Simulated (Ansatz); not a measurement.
The reference is WC (space group P-6m2, No. 187; a = 2.8843 Å, c = 2.8115 Å; relaxed with 0.1 eV smearing). Axes: x lies along a and z along c of the hexagonal cell.

All numbers come from LDA (Ansatz, a program for electronic structure), scalar-relativistic without spin-orbit coupling.

Perturbation: the cell is stretched by 3.00 % along x with no lateral relaxation, atoms relaxed at fixed cell.

### Question
How does this affect the stress and energy relative to the base?

### Answer
The stress (xx, yy, zz, yz, xz, xy; compression positive) amounts to (-20.5, -7.1, -5.4, 0.0, 0.0, 0.0) GPa; the energy increases by 20 meV/atom.

The cells carry an imposed strain or load. Stability against distortions was not tested. The final runs are not spin-polarised.
